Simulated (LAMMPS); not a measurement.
MD of Ni (fcc) at zero pressure, 2048 atoms, as a liquid; each row is its own run.

Model: classical MD, pair style meam, file library.meam (library.meam-Ni) (LAMMPS).

```
T (K)  volume (Å³/atom)
-----  ----------------
1380             12.048
1560             12.260
1730             12.478
1900             12.698
2160             13.082
2250             13.212
2760             14.089
```

### Question
Fit a straight line, y = a + b x, to these rows (x is the first column, y the second) and predict the run at x = 2420.

### Answer
Least squares gives a = 9.9486 and b = 0.001472. At x = 2420 the fit predicts 13.511 Å³/atom. The run itself gave 13.481 ± 0.006 Å³/atom, so the fit is 0.22 % high.

Caution: the potential MEAM library.meam-Ni is a first-neighbour MEAM set with a 4 Å cutoff, used here without a parameter file and away from the static properties it was fitted to.

Caution (rows 1380; 1560; 1730; 1900): this liquid lies under the melting point of about 2130 K that MEAM library.meam-Ni gives, so it is undercooled.

Caution (row 2250): enthalpy drifts during the constant-pressure average: a transition or slow ageing; fluctuation values are void.
